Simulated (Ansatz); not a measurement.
Ta (Im-3m): band-structure transport figures

```
Ta
1.0
   -1.65821     1.65821     1.65821
    1.65821    -1.65821     1.65821
    1.65821     1.65821    -1.65821
Ta
1
Direct
  0.00000   0.00000   0.00000
```

Computed with PBE, rigid bands (plane waves, PAW, scalar-relativistic; Ansatz, a quantum-chemistry and plane-wave program). Condition of this run: functional PBE, cell relaxed with it. How the cell was made: cell and atoms relaxed with PBE.

```yaml
density of states at the Fermi level: 1.31 states/(eV·cell), both spins
bare Sommerfeld coefficient: 3.1 mJ/(mol of atoms·K²)
drude_plasma_energy: 8.7 eV
root-mean-square Fermi velocity: 6.4e5 m/s
resistivity times τ: 6.4 ×10⁻²² Ω·m·s
resistivity_times_mean_free_path: 4.3 ×10⁻¹⁶ Ω·m²
```

A metal at this level (no band gap); rigid bands, thermally averaged at 300 K, both spins. Spin-orbit coupling is left out, which matters with elements this heavy. τ is one relaxation time for all states; the product of resistivity and mean free path takes one path for all states instead.
